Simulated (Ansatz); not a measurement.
CsPbBr3: band gap against strain

CsPbBr3 (cubic perovskite, Pm-3m, 38.424 Å³/atom at rest) under an equal strain ε in the (111) plane with the normal axis free, as in a coherent film. LDA in Ansatz, a plane-wave DFT program (PAW, default set), 420 eV, 6×6×6 Γ-centred mesh, Fermi-Dirac smearing 0.05 eV; ions are relaxed within the symmetry of each cell. Gaps are the smallest over the k-mesh and a band path, without spin-orbit coupling; in all rows the valence edge lies at about 0.9 Å⁻¹ from Γ and the conduction edge at about 0.9 Å⁻¹ from Γ.

Here s stands for strain and Eg for gap.

| strain (%) | gap (eV) |
|---|---|
| -2.50 | ? |
| -1.50 | 1.09 |
| -1.00 | 1.11 |
| -0.50 | 1.14 |
| 0.00 | 1.17 |

Fit Eg against s with a straight line, and predict the withheld value at s = -2.50.

Means: s -0.75000, Eg 1.127. About the means, the sum of products is 0.067500 and the sum of squares of s is 1.2500; the slope is their ratio. Least squares gives Eg = 1.168 + 0.0540·s. Residuals (row less fit): 0.003, -0.004, -0.001, 0.002; standard error 0.004 (degrees of freedom: 2). Over these rows the gap moves by 5.4 ± 0.3 eV per unit strain. At the withheld row, Eg = 1.168 + 0.0540 × (-2.5) = 1.033 eV. The calculation gives 1.05 eV, 0.017 eV above the prediction (14.2 % of the range of Eg in the table). The row lies outside the fitted rows, so this is an extrapolation. The fitted rows scatter only by rounding.

The primitive cell can neither tilt nor turn polar against its symmetry, as such crystals can under strain. CsPbBr3 is here the ideal cubic form; the compound distorts at low or room temperature. Spin-orbit coupling is left out, which can shift this property for CsPbBr3. Rows are the converged runs of the series near zero and its far end; series whose fitted rows scatter by over a few per cent of the range, as at a crossing or softening among them, aren't shown in this form. Most that stay on the fit to the last digits aren't either.
